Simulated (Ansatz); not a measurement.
## NaCl: response to strain

The parent structure is NaCl in the rock salt structure (space group Fm-3m, No. 225; a = 5.601 Å). Axes: x, y, z lie along the cube axes.

Strains are applied to the cell and any free atomic positions relax; under biaxial strain the out-of-plane vector relaxes too.

The values are results of plane-wave PAW DFT at the PBEsol level (Ansatz, a first-principles code, 420 eV), scalar-relativistic without spin-orbit coupling, not measurements.

Candidates:
(a) biaxial strain +1.00 %, plane normal [001], relaxed out of plane
(b) biaxial strain +3.00 %, plane normal [001], relaxed out of plane
(c) biaxial strain −2.50 %, plane normal [001], relaxed out of plane
(d) biaxial strain −3.00 %, plane normal [001], relaxed out of plane
(e) biaxial strain −0.50 %, plane normal [001], relaxed out of plane

**Question.** Order them by out-of-plane strain, highest first.

**Answer.** (d) biaxial strain −3.00 %, plane normal [001], relaxed out of plane (+1.34 %), (c) biaxial strain −2.50 %, plane normal [001], relaxed out of plane (+1.11 %), (e) biaxial strain −0.50 %, plane normal [001], relaxed out of plane (+0.24 %), (a) biaxial strain +1.00 %, plane normal [001], relaxed out of plane (-0.39 %), (b) biaxial strain +3.00 %, plane normal [001], relaxed out of plane (-1.17 %)

No phonon test of stability was made.
